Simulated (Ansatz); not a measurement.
Ti on the C site in rock-salt TiC (start: the C site; 64-site cell, 4×4×4 shifted sampling), charge 0. These are PBE, PAW (plane waves to 420 eV; Ansatz, a first-principles code) values and carry that method's errors.

```
Quantity                                  Result
--------------------------------  --------------
total energy of the defect cell   -90313.6447 eV
total energy of the perfect cell  -88072.6254 eV
μ(Ti) in hcp Ti, atoms added +1    -2499.6668 eV
μ(C) in graphite, atoms added −1    -250.9442 eV
Δμ(Ti), C-rich                         -1.661 eV
Δμ(C), C-rich                           0.000 eV
```

Question: Work out the formation energy.

Answer: E_f = E(defect) − E(perfect) − Σ n μ = -2241.019 − (-2250.384) = 9.36 eV.
